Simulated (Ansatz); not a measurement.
Band edges of zincblende GaAs (F-43m) under hydrostatic pressure

Cell and atoms are relaxed with PBEsol to each stress (compression positive); bands and masses by r2SCAN with spin-orbit coupling, rigid bands (plane waves, PAW; Ansatz, a quantum-chemistry and plane-wave program).

```cif
data_AsGa
_chemical_formula_sum 'Ga1 As1'
_space_group_name_H-M_alt 'P 1'
_space_group_IT_number 1
_cell_length_a 4.00125
_cell_length_b 4.00125
_cell_length_c 4.00125
_cell_angle_alpha 60.000
_cell_angle_beta 60.000
_cell_angle_gamma 60.000
loop_
_space_group_symop_operation_xyz
  'x, y, z'
loop_
_atom_site_label
_atom_site_type_symbol
_atom_site_fract_x
_atom_site_fract_y
_atom_site_fract_z
_atom_site_occupancy
Ga1 Ga 0.00000 0.00000 0.00000 1
As1 As 0.25000 0.25000 0.25000 1
```

```tsv
stress (GPa)	ln(V/V₀) (%)	gap (eV)	mean mₑ*
-3.60	6.09	0.414	0.035
-2.40	3.82	0.589	0.044
-1.20	1.81	0.747	0.052
0	0	0.891	0.059
1.20	-1.67	1.025	0.066
2.40	-3.21	1.152	0.072
4.80	-6.01	1.381	0.140
7.20	-8.51	1.462	0.32
```

 Masses are conductivity masses at 300 K in electron masses, harmonic means over x, y and z.

Estimate the bulk modulus from the two loads next to zero.

B ≈ −Δp/Δln V = 2.40 GPa/3.48 % = 69 GPa (PBEsol), a mean over this interval.

How fast does the gap move on either side of zero load?

Under tension, (0.747 − 0.891) eV over -1.20 GPa = 120 meV/GPa, or about -8.0 eV per unit ln V; under compression, (1.025 − 0.891) eV over 1.20 GPa = 112 meV/GPa, or about -8.0 eV per unit ln V. The two slopes part by 8 meV/GPa; gaps are resolved to about 0.01 eV, which allows 17 meV/GPa, so these rows don't tell them apart. Between 2.40 and 4.80 GPa the mean electron mass goes from 0.072 to 0.140, the mark of other valleys taking the electrons. Between 4.80 and 7.20 GPa the mean electron mass goes from 0.140 to 0.32, the mark of other valleys taking the electrons.

Masses are those of dilute carriers in rigid bands with one relaxation time, without polarons. Third decimals of gaps are kept for the arithmetic. Every relaxation keeps the zincblende phase (space group F-43m under this load), so a transition, a distortion that breaks the symmetry or fracture can't show. The smearing differs between some rows.
